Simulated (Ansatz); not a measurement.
The structure below was relaxed with PBE (Ansatz, a program for electronic structure), no SOC, earlier PAW set, at pressure −2 GPa.

Space group P6₂22 (No. 180); a = b = 4.824 Å, c = 6.623 Å, α = β = 90.00°, γ = 120.00°

```csv
atom,site,symmetry,x,y,z
Ta,3c,222,0.5000,0.0000,0.0000
Si,6i,..2,0.1590,0.3180,0.0000
```

**Question.** Write out a cell with all atoms.

**Answer.** 
```
TaSi2
1.0
    4.82393     0.00000     0.00000
   -2.41196     4.17764     0.00000
    0.00000     0.00000     6.62349
Ta Si
3 6
Direct
  0.50000   0.00000   0.00000
  0.50000   0.50000   0.33333
  0.00000   0.50000   0.66667
  0.15899   0.31798   0.00000
  0.84101   0.15899   0.33333
  0.68202   0.84101   0.66667
  0.84101   0.68202   0.00000
  0.15899   0.84101   0.33333
  0.31798   0.15899   0.66667
```
This is the conventional cell.

Load acts through the strain it causes; cell and atoms are relaxed under it. No phonon test of stability was made. All final runs are without spin polarisation. The cell was made from TaSi2 (space group P6_222, No. 180) by this change: pressure −2 GPa.
